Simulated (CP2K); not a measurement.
Band structure of Y3Si (Pm-3m, 4 atoms in the cell).

```yaml
crystal:
  lattice:
    - [4.56843, 0.00000, 0.00000]
    - [0.00000, 4.56843, 0.00000]
    - [0.00000, 0.00000, 4.56843]
  atoms:
    - { symbol: Y, position: [0.00000, 0.50000, 0.50000] }
    - { symbol: Y, position: [0.50000, 0.00000, 0.50000] }
    - { symbol: Y, position: [0.50000, 0.50000, 0.00000] }
    - { symbol: Si, position: [0.00000, 0.00000, 0.00000] }
```

Method of the run: LDA (Pade form), GPW, DZVP-MOLOPT-SR-GTH basis, GTH-PADE potentials (GTH_POTENTIALS) (CP2K).

Settings: CUTOFF = 500 Ry; REL_CUTOFF = 50 Ry; SMEAR/METHOD = GAUSSIAN; SIGMA = 0.272 eV; KPOINTS/SCHEME = MONKHORST-PACK 6 6 6; GAMMA_CENTERED = T; XC_FUNCTIONAL = PADE; Y/BASIS_SET = DZVP-MOLOPT-SR-GTH; Y/POTENTIAL = GTH-PADE-q11; Si/BASIS_SET = DZVP-MOLOPT-SR-GTH; Si/POTENTIAL = GTH-PADE-q4; METHOD = GPW; EPS_DEFAULT = 1e-10; EXTRAPOLATION = USE_GUESS.

The starting cell comes from a database of computed structures (which also holds hypothetical and non-ambient phases and stackings), without a prior relaxation at this level. Its lattice was rescaled by a random factor within 2.5 % of one. Values carry the incompleteness of an atom-centred basis.

Levels in eV from the Fermi level, bands 16 to 21:
```csv
point,16,17,18,19,20,21
Γ,-1.48,-0.92,-0.92,-0.92,-0.33,-0.33
X,-1.74,-1.74,-0.27,0.19,1.36,1.36
M,-2.23,-0.65,0.20,0.20,0.43,1.48
R,-1.77,-1.50,-1.50,-1.50,1.68,1.68
```

Bands cross the Fermi level along this path, so the cell is metallic at this level.

Higher empty bands are left out: an atom-centred basis made for the valence describes them poorly.
